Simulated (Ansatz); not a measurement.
## Response to strain in GaN

The parent structure is GaN in the rock salt structure (space group Fm-3m, No. 225; a = 4.219 Å; a model cell). Axes: x, y, z lie along the cube axes.

Strains are applied to the cell and any free atomic positions relax; under biaxial strain the out-of-plane vector relaxes too; under stress the whole cell relaxes.

Method: DFT with PBEsol, PAW potentials and a 420 eV plane-wave cutoff in Ansatz (an electronic-structure program), no SOC.

Notes on the quantities. energy relative to the base: free energy F.

```tsv
case	band gap	energy relative to the base	shortest interatomic distance
base	0.54 eV	0 meV/atom	2.110 Å
biaxial strain +3.68 %, plane normal [001], relaxed out of plane	zero	+25 meV/atom	2.044 Å
uniaxial strain ε_xx = −1.13 %	0.55 eV	+1.4 meV/atom	2.086 Å
uniaxial stress, 8 GPa compression along x	0.36 eV	+6.4 meV/atom	2.051 Å
```

The mesh was chosen for an insulator and is coarse for the gapless case. Stability under load was not tested beyond the relaxation. The base started in Pnma and relaxed to Fm-3m at this level. The final runs are not spin-polarised. This is not the structure that GaN has at room temperature and ambient pressure. A zero or small gap of GaN under biaxial strain +3.68 %, plane normal [001], relaxed out of plane can be the functional's error rather than a property of the material.
